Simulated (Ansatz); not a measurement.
# What Li → H does to hypothetical zinc blende LiF

Take LiF in the zinc blende structure (space group F-43m, No. 216; a = 4.311 Å; a hypothetical phase, not in the database extracts checked) as the base.

Modification: full substitution Li → H; the structure is relaxed again.

The values are results of PBEsol (Ansatz, a program for electronic structure, PAW, no spin-orbit coupling), not measurements. k-mesh 16×16×16 (Γ-centred); smearing 0.05 eV (Fermi–Dirac), for the changed cell.

| quantity | base | changed | shift |
|---|---|---|---|
| volume per atom | 10.02 Å³ | 5.20 Å³ | -4.82 Å³ |
| density | 2.15 g/cm³ | 3.20 g/cm³ | +1.05 g/cm³ |
| space group | F-43m (No. 216) | F-43m (No. 216) | – |
| shortest interatomic distance | 1.867 Å | 1.500 Å | -0.367 Å |
| band gap | 7.67 eV | 5.50 eV | -2.17 eV |
| gap character | direct at Γ | direct at Γ | – |
| electron mass | 0.83 mₑ (at Γ) | 0.40 mₑ (at Γ) | – |

Masses are band curvatures over ±0.01 Å⁻¹ around the edge. Stability against distortions was not tested. As relaxed here, HF is a hypothetical phase, not in the database extracts checked.
